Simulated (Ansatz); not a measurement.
Worked example: self-consistent single point of a (111) slab of LuH2 (cut from a parent of space group no. 225; 9 atoms in the cell) in Ansatz (a quantum-chemistry and plane-wave program).

Method: PBEsol, default PAW files made with PBE (plane waves; Ansatz).

The change in words: vacuum of 5 angstrom (first run: 14 Å). Reference geometry:
```
CELL_PARAMETERS angstrom
      3.53847     0.00000     0.00000
      1.76924     3.06441     0.00000
      0.00000     0.00000    21.22292
ATOMIC_POSITIONS crystal
  H  0.33333 0.33333 0.32983
  H  0.00000 0.00000 0.39790
  H  0.66667 0.66667 0.46597
  H  0.33333 0.33333 0.53404
  H  0.00000 0.00000 0.60210
  H  0.66667 0.66667 0.67017
  Lu 0.66667 0.66667 0.36387
  Lu 0.00000 0.00000 0.50000
  Lu 0.33333 0.33333 0.63613
```

Reference input (self-consistent single point, DFT, PBEsol, plane waves, default PAW files made with PBE): basis.ecutwfc = 420 eV; kpoints.mp_grid.grid = 10 10 1; hamiltonian.xc = pbesol; hamiltonian.pseudopotentials = {kind: paw} (the program's default PAW files); scf.occupations.method = gaussian; scf.occupations.width = 0.1 eV. This run's input differs from it in these lines:

Ansatz 0.2 input:
```diff
@@ -4,13 +4,13 @@
     - [1.76923700, 3.06440800, 0.00000000]
-    - [0.00000000, 0.00000000, 21.22291700]
+    - [0.00000000, 0.00000000, 12.22292300]
   atoms:
-    - { symbol: H, position: [0.33333300, 0.33333300, 0.32983200] }
-    - { symbol: H, position: [0.00000000, 0.00000000, 0.39790000] }
-    - { symbol: H, position: [0.66666700, 0.66666700, 0.46596800] }
-    - { symbol: H, position: [0.33333300, 0.33333300, 0.53403600] }
-    - { symbol: H, position: [0.00000000, 0.00000000, 0.60210000] }
-    - { symbol: H, position: [0.66666700, 0.66666700, 0.67016800] }
-    - { symbol: Lu, position: [0.66666700, 0.66666700, 0.36386600] }
-    - { symbol: Lu, position: [0.00000000, 0.00000000, 0.50000200] }
-    - { symbol: Lu, position: [0.33333300, 0.33333300, 0.63613400] }
+    - { symbol: H, position: [0.33333300, 0.33333300, 0.20453400] }
+    - { symbol: H, position: [0.00000000, 0.00000000, 0.32272200] }
+    - { symbol: H, position: [0.66666700, 0.66666700, 0.44091000] }
+    - { symbol: H, position: [0.33333300, 0.33333300, 0.55909700] }
+    - { symbol: H, position: [0.00000000, 0.00000000, 0.67727800] }
+    - { symbol: H, position: [0.66666700, 0.66666700, 0.79546600] }
+    - { symbol: Lu, position: [0.66666700, 0.66666700, 0.26362800] }
+    - { symbol: Lu, position: [0.00000000, 0.00000000, 0.50000300] }
+    - { symbol: Lu, position: [0.33333300, 0.33333300, 0.73637200] }
 basis:
```

Output (repeated stretches shortened):

```
SCF iter   1: F=—  HF=-43933.351387 eV  |F-HF|=—  |Δ(HF+E_count)|=         —  Δρ=7.10e-3  dr2=7.75e-2  ethr=1.77e-3  ⟨swp⟩=7.6  Hψ=3120  notcnv=0
all-band conjugate gradients solve this SCF's bands
preconditioner: auto → LDOS
SCF iter   2: F=—  HF=-43933.335759 eV  |F-HF|=—  |Δ(HF+E_count)|=   1.56e-2  Δρ=3.19e-3  dr2=7.55e-2  ethr=9.57e-5  ⟨swp⟩=3.1  Hψ=1731  notcnv=0  defer=50
   [... lines left out ...]
SCF iter   7: F=—  HF=-43933.326486 eV  |F-HF|=—  |Δ(HF+E_count)|=   1.40e-5  Δρ=5.14e-5  dr2=8.10e-6  ethr=6.75e-8  ⟨swp⟩=2.3  Hψ=1205  notcnv=0  defer=39
SCF iter   8: F=—  HF=-43933.326488 eV  |F-HF|=—  |Δ(HF+E_count)|=   1.99e-6  Δρ=3.35e-5  dr2=1.37e-6  ethr=1.00e-8  ⟨swp⟩=3.3  Hψ=1662  notcnv=0  defer=39
SCF iter   9: F=—  HF=-43933.326487 eV  |F-HF|=—  |Δ(HF+E_count)|=   7.53e-7  Δρ=1.23e-5  dr2=2.66e-7  ethr=1.69e-9  ⟨swp⟩=3.0  Hψ=1628  notcnv=0  defer=39
SCF iter  10: F=-43933.326487 eV  HF=-43933.326487 eV  |F-HF|=2.97e-8  |Δ(HF+E_count)|=   6.60e-9  Δρ=5.07e-6  dr2=3.62e-8  ethr=1.23e-10  ⟨swp⟩=14.9  Hψ=5131  notcnv=0
SCF 1 converged in 10 iterations: F = -43933.326487 eV  dr2 = 3.62e-8
Free energy (F): -43933.326487 eV
Internal energy: -43933.317969 eV  (E = F + TS)
E sigma→0 (E₀):  -43933.322228 eV
Entropy (-TS):   -0.008518 eV (-0.946 meV/atom)
Fermi energy:    8.847628 eV
--- Forces (eV/Å), atoms counted from 1 ---
  atom   1  H      0.00000000    -0.00000000    -0.32943499
  atom   2  H     -0.00000000     0.00000000    -0.14199072
  atom   3  H      0.00000000     0.00000000    -0.25491081
  atom   4  H     -0.00000000    -0.00000000     0.25491081
  atom   5  H      0.00000000    -0.00000000     0.14199072
  atom   6  H     -0.00000000     0.00000000     0.32943499
  atom   7  Lu    -0.00000000     0.00000000     0.95250403
  atom   8  Lu    -0.00000000     0.00000000     0.00000000
  atom   9  Lu    -0.00000000    -0.00000000    -0.95250403
--- Stress (GPa, compression-positive) ---
       -3.796649      -0.000000       0.000000
       -0.000000      -3.796649       0.000000
       -0.000000       0.000000      -2.825056
  P = ⅓ Tr σ = -3.4728 GPa (-34.728 kbar)
  The stress holds the Pulay correction. Without it, at fixed plane waves, as pw.x and ABINIT print it: P = -3.5844 GPa
```

The run converged in 10 iterations. Against the reference run the free energy stays essentially unchanged (within 1 meV/atom) and the largest force goes from 0.996 to 0.953 eV/Å.

The starting cell comes from a database of computed structures (which also holds hypothetical and non-ambient phases and stackings), without a prior relaxation at this level. The slab is cut from that crystal, and its faces are unrelaxed. Its lattice was rescaled by up to half a per cent. Spin-orbit coupling is off.
